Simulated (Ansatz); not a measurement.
Subject: the reaction energy. Reaction: SiH4 (gas) + O2 (gas) → Si (diamond) + 2 H2O (gas). Negative: the products are lower in energy.

Si (diamond, Fd-3m), 2 atoms in the cell, k-point mesh 10×10×10 on the run's own vectors. Conventional cell: a = b = c = 5.470 Å, α = β = γ = 90.00°.

An isolated H2O molecule (singlet) in a box of 11 × 13 × 13 Å.

An isolated SiH4 molecule (singlet) in a box of 13 × 13 × 14 Å.

An isolated O2 molecule (triplet) in a box of 11 × 11 × 13 Å.

Plane-wave PAW calculations with Ansatz (an electronic-structure program), its PAW set soft_1, cutoff 420 eV. The structures are at rest with PBE; other levels are single points on them. HSE06 runs on coarser k-point meshes, mended by the PBE difference between the two meshes. Neutral cells; Fermi-Dirac smearing of at most 0.05 eV in the solids, energies taken to zero width. The lattices are those relaxed with PBE, so at other levels the solids can be strained, which adds to the spread. A dispersion term (D3(BJ), or D4 for r2SCAN) was computed beside these levels and is taken off wherever the name lacks it. Space groups of crystals are read within 0.01 Å. Nuclei at rest; no vibrational terms. The structures are the rest points that the relaxations reached, not proven lowest.

**Question.** What is the computed value (HSE06)?

**Answer.** -5.22 eV, for SiH4 (gas) + O2 (gas) → Si (diamond) + 2 H2O (gas).

**Question.** List the value at the remaining levels and say how far they part.

**Answer.** 
```csv
Functional,value (eV),less HSE06
PBE,-5.06,0.16
```

The levels shown span 0.16 eV, from HSE06 (-5.22) to PBE (-5.06).
